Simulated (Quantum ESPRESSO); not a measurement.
The steps of a band-structure calculation for Cr4OF11 (P2, 16 atoms in the cell) with Quantum ESPRESSO.

Computed with LDA (PZ), GBRV 1.5 ultrasoft (LDA) pseudopotentials (plane waves; Quantum ESPRESSO).

Step 1 (scf):

```fortran
&CONTROL
  calculation = 'scf',
  outdir = './out',
  pseudo_dir = './',
  tprnfor = .true.,
  tstress = .true.,
/
&SYSTEM
  ibrav = -12,
  celldm(1) = 10.1517599196,
  celldm(2) = 0.949697323942,
  celldm(3) = 1.358920512935,
  celldm(5) = -0.073622888788,
  nat = 16,
  ntyp = 3,
  ecutwfc = 50,
  ecutrho = 400,
  occupations = 'smearing',
  smearing = 'fd',
  degauss = 0.000734986,
  nspin = 2,
  starting_magnetization(1) = 0.214,
/
&ELECTRONS
  conv_thr = 1e-10,
  mixing_beta = 0.4,
/
ATOMIC_SPECIES
Cr    51.9961  cr_lda_v1.5.uspp.F.UPF
O     15.9990  o_lda_v1.2.uspp.F.UPF
F     18.9984  f_lda_v1.4.uspp.F.UPF
ATOMIC_POSITIONS {angstrom}
Cr   -0.1328403958    5.0953706505    1.8219974087
Cr    4.9674563958    5.0953706505    5.4584205913
Cr    2.5575215059    2.5628633290    1.7438057194
Cr    2.2770944941    2.5628633290    5.5366122806
O     2.6860400000    3.1649836660    0.0000000000
F     0.0000000000    4.4425889430    0.0000000000
F     2.4173080000    2.0022720510    3.6402090000
F    -0.2687320000    0.6346701400    3.6402090000
F     3.3429651291    4.1206111895    5.0323705300
F     1.4916508709    4.1206111895    2.2480474700
F     4.1790981306    3.5208887220    2.2544542379
F     0.6555178694    3.5208887220    5.0259637621
F     3.9091194445    1.5697372080    5.9050014314
F     0.9254965555    1.5697372080    1.3754165686
F     3.6088180885    0.9665965010    1.3809496862
F     1.2257979115    0.9665965010    5.8994683138
K_POINTS {automatic}
2 2 1  0 0 0
```

Step 2 (bands):

```fortran
&CONTROL
  calculation = 'bands',
  outdir = './out',
  pseudo_dir = './',
  verbosity = 'high',
/
&SYSTEM
  ibrav = -12,
  celldm(1) = 10.1517599196,
  celldm(2) = 0.949697323942,
  celldm(3) = 1.358920512935,
  celldm(5) = -0.073622888788,
  nat = 16,
  ntyp = 3,
  ecutwfc = 50,
  ecutrho = 400,
  occupations = 'smearing',
  smearing = 'fd',
  degauss = 0.000734986,
  nbnd = 84,
  nspin = 2,
  starting_magnetization(1) = 0.214,
/
&ELECTRONS
  conv_thr = 1e-10,
  startingwfc = 'random',
  diago_thr_init = 1.0d-6,
  diagonalization = 'cg',
/
ATOMIC_SPECIES
Cr    51.9961  cr_lda_v1.5.uspp.F.UPF
O     15.9990  o_lda_v1.2.uspp.F.UPF
F     18.9984  f_lda_v1.4.uspp.F.UPF
ATOMIC_POSITIONS {angstrom}
Cr   -0.1328403958    5.0953706505    1.8219974087
Cr    4.9674563958    5.0953706505    5.4584205913
Cr    2.5575215059    2.5628633290    1.7438057194
Cr    2.2770944941    2.5628633290    5.5366122806
O     2.6860400000    3.1649836660    0.0000000000
F     0.0000000000    4.4425889430    0.0000000000
F     2.4173080000    2.0022720510    3.6402090000
F    -0.2687320000    0.6346701400    3.6402090000
F     3.3429651291    4.1206111895    5.0323705300
F     1.4916508709    4.1206111895    2.2480474700
F     4.1790981306    3.5208887220    2.2544542379
F     0.6555178694    3.5208887220    5.0259637621
F     3.9091194445    1.5697372080    5.9050014314
F     0.9254965555    1.5697372080    1.3754165686
F     3.6088180885    0.9665965010    1.3809496862
F     1.2257979115    0.9665965010    5.8994683138
K_POINTS {crystal_b}
14
  0.00000000   0.00000000   0.00000000   4  ! G
  0.00000000   0.00000000   0.50000000   6  ! Y
 -0.47548856   0.00000000   0.54757152   2  ! H
 -0.50000000   0.00000000   0.50000000   6  ! C
 -0.50000000   0.50000000   0.50000000   2  ! E
 -0.52451144   0.50000000   0.45242848   4  ! M1
 -0.50000000   0.50000000   0.00000000   6  ! A
 -0.50000000   0.00000000   0.00000000   4  ! X
 -0.52451144   0.00000000   0.45242848   1  ! H1
 -0.47548856   0.50000000   0.54757152   6  ! M
  0.00000000   0.50000000   0.50000000   4  ! D
  0.00000000   0.50000000   0.00000000   1  ! Z
  0.00000000   0.00000000   0.50000000   6  ! Y
  0.00000000   0.50000000   0.50000000   1  ! D
```

Step 3 (bands.x):

```fortran
&BANDS
  outdir = './out',
  filband = 'bands.dat',
  lsym = .false.,
/
```

Output of bands (abridged):

```
     Atomic positions and unit cell read from directory:
     ./out/pwscf.save/
     G-vector sticks info
     --------------------
     sticks:   dense  smooth     PW     G-vecs:    dense   smooth      PW
     Sum        3121    1555    447               181979    64287    9855

     bravais-lattice index     =          -12
     lattice parameter (alat)  =      10.1518  a.u.
     unit-cell volume          =    1346.5518 (a.u.)^3
   [... lines left out ...]
     atomic species   magnetization
     number of k points=    53  Fermi-Dirac smearing, width (Ry)=  0.0007
   [... lines left out ...]
    -1.0831  -0.9964  -0.9206  -0.2497  -0.0371   0.0153   0.1491   0.1930
     0.2012   0.3923   0.5198   0.5759   0.7010   0.8406   0.8910   0.9093
     0.9097   1.0302   1.1131   1.1683   1.2060   1.3571   1.9843   1.9914
     5.6235   5.8377   5.8542   5.8739   6.1904   6.3861   6.4114   6.5226
     6.5439   6.7698   6.8114   7.1081   7.2463   7.3248   7.4898   7.7318
     8.1745   8.8893   8.8908   9.3183

          k = 0.0000 0.0000 0.0922 (  8062 PWs)   bands (ev):

   -65.7293 -65.7285 -65.2112 -65.2103 -37.6045 -37.6031 -37.5241 -37.4931
   -37.2892 -37.2888 -37.0139 -37.0108 -36.9853 -36.9595 -36.9436 -36.9359
   -18.8419 -18.5922 -18.3217 -18.2049 -18.1722 -18.1683 -18.1019 -18.0892
   -18.0375 -18.0163 -17.8468 -12.7901  -2.5731  -2.5249  -2.1701  -2.0146
    -1.9869  -1.5728  -1.4504  -1.3643  -1.2723  -1.2166  -1.1732  -1.1623
    -1.0973  -1.0098  -0.9278  -0.2466  -0.0914  -0.0048   0.1040   0.1667
     0.2377   0.3762   0.4944   0.6584   0.7408   0.8448   0.8917   0.8995
     0.9076   1.0063   1.1135   1.1654   1.2026   1.2962   1.9852   1.9906
     5.6560   5.8537   5.8663   5.8797   6.2046   6.3812   6.4176   6.5282
     6.5951   6.7505   6.8264   7.0955   7.2481   7.3155   7.4812   7.7717
     8.1334   8.8898   8.8901   9.2576

   [... 51 blocks of this kind left out ...]
```

Output of bands.x (abridged):

```
     Reading xml data from directory:

     ./out/pwscf.save/

     G-vector sticks info
     --------------------
     sticks:   dense  smooth     PW     G-vecs:    dense   smooth      PW
     Sum        3121    1555    447               181979    64287    9855

     negative rho (up, down):  0.000E+00 1.395E-02
     Reading collected, re-writing distributed wavefunctions
     high-symmetry point:  0.0000 0.0000 0.0000   x coordinate   0.0000
     high-symmetry point:  0.0000 0.0000 0.3689   x coordinate   0.3689
     high-symmetry point: -0.4755 0.0000 0.3689   x coordinate   0.8444
     high-symmetry point: -0.5000 0.0000 0.3320   x coordinate   0.8887
     high-symmetry point: -0.5000 0.5265 0.3320   x coordinate   1.4152
     high-symmetry point: -0.5245 0.5265 0.2951   x coordinate   1.4595
     high-symmetry point: -0.5000 0.5265-0.0369   x coordinate   1.7925
     high-symmetry point: -0.5000 0.0000-0.0369   x coordinate   2.3189
     high-symmetry point: -0.5245 0.0000 0.2951   x coordinate   2.6519
     high-symmetry point: -0.4755 0.5265 0.3689   x coordinate   2.6519
     high-symmetry point:  0.0000 0.5265 0.3689   x coordinate   3.1274
     high-symmetry point:  0.0000 0.5265 0.0000   x coordinate   3.4963
     high-symmetry point:  0.0000 0.0000 0.3689   x coordinate   3.4963
     high-symmetry point:  0.0000 0.5265 0.3689   x coordinate   4.0228

     Plottable bands (eV) written to file bands.dat.gnu
     Bands written to file bands.dat

   JOB DONE.
```

The starting cell comes from a database of computed structures (which also holds hypothetical and non-ambient phases and stackings), without a prior relaxation at this level. The magnetic order is the one reached from the typed start; others were not searched systematically.
